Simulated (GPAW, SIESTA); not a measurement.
A GPAW input for a self-consistent single point of SrZnIn₃ (I4mm, 5 atoms in the cell) (DFT LDA (Perdew-Wang 92), plane waves, GPAW PAW datasets LDA (gpaw-data 1.0.1)):

```python
from ase import Atoms
from ase.units import GPa
from gpaw import GPAW, PW, FermiDirac

atoms = Atoms(['Sr', 'Zn', 'In', 'In', 'In'],
              cell=[[-2.290803, 2.290803, 5.998589],
                    [2.290803, -2.290803, 5.998589],
                    [2.290803, 2.290803, -5.998589]],
              scaled_positions=[[0.004780, 0.004780, 0.000000],
                                [0.613970, 0.613970, 0.000000],
                                [0.741980, 0.241980, 0.500000],
                                [0.241980, 0.741980, 0.500000],
                                [0.397300, 0.397300, 0.000000]],
              pbc=True)

calc = GPAW(mode=PW(800),
            xc='LDA',
            kpts=(5, 5, 5),
            occupations=FermiDirac(0.1),
            nbands=-13,
            convergence={'forces': 0.001},
            symmetry={'symmorphic': False, 'tolerance': 0.0005},
            maxiter=120)

atoms.calc = calc

energy = atoms.get_potential_energy()
print('Energy (eV):', round(energy, 6))
forces = atoms.get_forces()
print('Forces (eV/Ang):')
print(forces.round(5))
stress = atoms.get_stress()
print('Stress (GPa, Voigt):', (stress / GPa).round(4))
```

Translate this input to SIESTA.

This is the input that was run; spellings and numerical settings could be chosen otherwise.

```
# files in the folder: Sr.psml Zn.psml In.psml (PseudoDojo LDA standard)
SystemName  SrZnIn3
SystemLabel siesta

NumberOfAtoms                5
NumberOfSpecies              3
%block ChemicalSpeciesLabel
  1 38 Sr
  2 30 Zn
  3 49 In
%endblock ChemicalSpeciesLabel
LatticeConstant              1.0 Bohr
%block LatticeVectors
    -4.328990275    4.328990275   11.335690344
     4.328990275   -4.328990275   11.335690344
     4.328990275    4.328990275  -11.335690344
%endblock LatticeVectors
AtomicCoordinatesFormat      Ang
%block AtomicCoordinatesAndAtomicSpecies
    -0.000000000    0.000000000    0.057346511  1
     0.000000000   -0.000000000    7.365907377  2
     0.000000000    2.290803000    2.903077132  3
     2.290803000    0.000000000    2.903077132  3
     0.000000000   -0.000000000    4.766478819  3
%endblock AtomicCoordinatesAndAtomicSpecies

XC.functional                LDA
XC.authors                   PW92
PAO.BasisSize                DZP
PAO.EnergyShift              0.01 Ry
MeshCutoff                   350 Ry
%block kgrid.MonkhorstPack
    5   0   0  0.0
    0   5   0  0.0
    0   0   5  0.0
%endblock kgrid.MonkhorstPack
OccupationFunction           FD
ElectronicTemperature        100.0 meV

MaxSCFIterations             150
SCF.Mixer.Method             Broyden
SCF.Mixer.Weight             0.2
SCF.Mixer.History            6
SCF.DM.Tolerance             1.0E-05
Diag.ParallelOverK           true
WriteForces                  true
```

Basis settings and potentials, where a program has them, do not carry over. This input uses DFT, LDA PW92, numerical atomic orbitals DZP, PseudoDojo LDA standard norm-conserving potentials (rewritten from UPF to PSML). LDA parametrisations can differ slightly between programs.

The starting cell comes from a database of computed structures (which also holds hypothetical and non-ambient phases and stackings), without a prior relaxation at this level. Its lattice was rescaled by a random factor within 2.5 % of one. For this run, on top of that: lattice scaled by 0.98.
